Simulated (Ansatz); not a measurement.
The starting structures come from a database of crystals and need not be the phases stable at ambient conditions.

Inside the gap of an insulator the Bloch states are evanescent, with a wavenumber k + iκ along the transport direction.

Consider the following.

```
K3GeH2NO3
1.0
    7.29668     0.00000     0.00000
   -0.53838     9.48380     0.00000
    1.28106    -4.46880     4.49780
K Ge H N O
6 2 4 2 6
Direct
  0.97110   0.09140   0.85300
  0.02890   0.90860   0.14700
  0.51730   0.19920   0.85330
  0.48270   0.80080   0.14670
  0.13000   0.52320   0.24000
  0.87000   0.47680   0.76000
  0.69680   0.70230   0.48810
  0.30320   0.29770   0.51190
  0.37500   0.89050   0.77630
  0.62500   0.10950   0.22370
  0.36930   0.66450   0.63240
  0.63070   0.33550   0.36760
  0.42300   0.74320   0.58350
  0.57700   0.25680   0.41650
  0.76270   0.85020   0.41660
  0.23730   0.14980   0.58340
  0.20770   0.21960   0.21550
  0.79230   0.78040   0.78450
  0.76110   0.44530   0.16790
  0.23890   0.55470   0.83210
```

Space group of this cell: P-1. The cell is taken as given; by r2SCAN its mean pressure is -2.8 GPa.

Transport runs along the normal of the first two printed cell vectors.

The gap is the functional's own, uncorrected, and κ follows it; spin-orbit coupling is left out. Mid-gap values are interpolated between the computed energies.

### Question
Predict the band gap and the smallest decay constant κ at mid-gap from Ansatz (an electronic-structure program) with r2SCAN.

### Answer
Gap 3.70 eV on a 4×6×8 mesh; κ = 0.376 1/Å, at the zone centre.
